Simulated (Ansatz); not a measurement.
Base system: W in the bcc (W type) structure (space group Im-3m, No. 229; a = 3.169 Å; relaxed with 0.1 eV smearing). Axes: x, y, z lie along the cube axes.

Method: DFT with r2SCAN, PAW potentials and a 500 eV plane-wave cutoff in Ansatz (an electronic-structure program), no SOC.

One thing is altered: uniaxial strain ε_zz = −4.35 %, all other strain components held at zero, atoms relaxed at fixed cell.

Q: How does this affect the energy relative to the base?

A: The energy goes up by 57 meV/atom.

Q: How does this affect the stress?

A: The stress (xx, yy, zz, yz, xz, xy; compression positive) is (10.0, 10.0, 27.6, 0.0, 0.0, 0.0) GPa.

No phonon test of stability was made. All final runs are without spin polarisation.
